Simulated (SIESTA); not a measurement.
Worked example: self-consistent single point of La3Ni2Sn7 (Cmmm, 12 atoms in the cell) in SIESTA.

Level of theory: GGA PBEsol, numerical atomic orbitals DZP, PseudoDojo PBEsol standard norm-conserving potentials (rewritten from UPF to PSML) (SIESTA).

```xyz
12
Lattice="2.2874 -13.7410 0.0000 2.2874 13.7410 0.0000 0.0000 0.0000 4.5849" Properties=species:S:1:pos:R:3 pbc="T T T"
La     2.2874     8.6736     0.0000
La     2.2874    -8.6736     0.0000
La     2.2874     0.0000     2.2924
Ni     2.2874     3.5133     2.2924
Ni     2.2874    -3.5133     2.2924
Sn     2.2874    11.2684     2.2924
Sn     2.2874   -11.2684     2.2924
Sn     2.2874     5.9993     2.2924
Sn     2.2874    -5.9993     2.2924
Sn     0.0000     0.0000     0.0000
Sn     2.2874    -2.4679     0.0000
Sn     2.2874     2.4679     0.0000
```

Reference input (self-consistent single point, DFT, GGA PBEsol, numerical atomic orbitals DZP, PseudoDojo PBEsol standard norm-conserving potentials (rewritten from UPF to PSML)): XC.functional = GGA; XC.authors = PBEsol; potentials = PseudoDojo PBEsol standard; PAO.BasisSize = DZP; PAO.EnergyShift = 0.01 Ry; MeshCutoff = 350 Ry; kgrid.MonkhorstPack = 5 5 5; OccupationFunction = MP; OccupationMPOrder = 1; ElectronicTemperature = 0.05 eV; MaxSCFIterations = 150; SCF.Mixer.Method = Pulay. This run's input differs from it in these lines:

```diff
@@ -37,3 +37,3 @@
 PAO.EnergyShift              0.01 Ry
-MeshCutoff                   350 Ry
+MeshCutoff                   100 Ry
 %block kgrid.MonkhorstPack
```

Log, with long lists cut:

```
        iscf     Eharris(eV)        E_KS(eV)     FreeEng(eV)     dDmax    Ef(eV) dHmax(eV)
   scf:    1   -26568.857029   -26843.232635   -26843.232616  1.736747 -3.065442 58.262814
   scf:    2   -26856.729340   -26953.889804   -26953.890494  0.478378 -4.164182 18.941206
   scf:    3   -26973.806942   -26965.935434   -26965.936334  0.084316 -4.073376  8.005539
   scf:    4   -26970.512514   -26968.619515   -26968.619333  0.036582 -4.041414  3.671667
   scf:    5   -26946.201724   -26963.154112   -26963.153795  0.206052 -3.922288 14.086352
   [... 8 lines left out ...]
   scf:   14   -26970.388876   -26970.389154   -26970.389162  0.000753 -4.160012  0.037084
   scf:   15   -26970.389213   -26970.389205   -26970.389216  0.000264 -4.159733  0.002895
   scf:   16   -26970.389205   -26970.389205   -26970.389216  0.000029 -4.159724  0.001136
   scf:   17   -26970.389205   -26970.389205   -26970.389216  0.000042 -4.159747  0.000414
SCF Convergence by DM+H criterion
max |DM_out - DM_in|         :     0.0000420117
max |H_out - H_in|      (eV) :     0.0004142405
SCF cycle converged after 17 iterations

Using DM_out to compute the final energy and forces

siesta: E_KS(eV) =           -26970.3892

siesta: E_KS - E_eggbox =    -26970.3892

siesta: Atomic forces (eV/Ang):
     1    0.000000   -0.036536    0.000000
     2    0.000000    0.036537    0.000000
     3   -0.000000    0.000000   -0.000000
     4   -0.000000    0.161117    0.000000
     5   -0.000000   -0.161116    0.000000
     6    0.000000   -0.073659    0.000000
     7    0.000000    0.073657    0.000000
     8   -0.000000   -0.317906    0.000000
     9    0.000000    0.317910    0.000000
    10   -0.000000   -0.000001    0.000000
    11   -0.000000   -0.159937    0.000000
   [... lines left out ...]
siesta: FreeEng =    -26970.389216
siesta: Cell volume =        288.218875 Ang**3
siesta:          16.45952602         24.21745840  kBar
   [... lines left out ...]
     1     0.691264   10.308736  La
     2     0.691264   10.308736  La
     3     1.030738    9.969262  La
     4     0.472352   17.527648  Ni
     5     0.472352   17.527648  Ni
     6    -0.511480   14.511480  Sn
     7    -0.511481   14.511481  Sn
     8    -0.468692   14.468692  Sn
     9    -0.468692   14.468692  Sn
    10    -0.394642   14.394642  Sn
    11    -0.501491   14.501491  Sn
    12    -0.501491   14.501491  Sn
 Total     0.000000
```

The run converged in 17 iterations. Against the reference run the free energy goes down by 24.0 meV/atom, the pressure goes from 1.32 to 1.65 GPa and the largest force goes from 0.284 to 0.318 eV/Å.

The starting cell comes from a database of computed structures (which also holds hypothetical and non-ambient phases and stackings), without a prior relaxation at this level. Its lattice was rescaled by a random factor within 2.5 % of one. Spin polarisation is off. Values carry the incompleteness of an atom-centred basis.

Cost on one core of a shared machine: roughly 10 min.
